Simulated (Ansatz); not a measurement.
Base system: CaF2 (space group Pnma, No. 62; a = 5.904 Å, b = 3.564 Å, c = 6.952 Å; a cell from a computed database, its experimental status unchecked).

Method: Kohn–Sham DFT with the PBEsol functional, run in Ansatz (a first-principles code) with PAW and 420 eV plane waves, without spin-orbit coupling.

One change was made to it. Results:

```json
[
 {"quantity": "band gap", "base": "7.71 eV", "after": "7.77 eV"},
 {"quantity": "valence-band top at Γ (three highest levels, from the VBM)", "base": "0.00, -0.08, -0.11 eV", "after": "0.00, -0.08, -0.10 eV"},
 {"quantity": "gap character", "base": "direct at Γ", "after": "direct at Γ"},
 {"quantity": "volume per atom", "base": "12.19 Å³", "after": "12.08 Å³"}
]
```

Q: What was done to the base?
A. pressure 7.5 GPa
B. pressure 1.5 GPa
C. pressure 0.7 GPa
D. pressure −1 GPa
E. pressure 10 GPa

A: C, pressure 0.7 GPa. For comparison, the band gap in the other runs: pressure 10 GPa gives 8.13 eV; pressure 1.5 GPa gives 7.84 eV; pressure −1 GPa gives 7.61 eV; pressure 7.5 GPa gives 8.10 eV.

Load acts through the strain it causes; cell and atoms are relaxed under it. Stability against distortions was not tested. No other phases were tried under pressure.
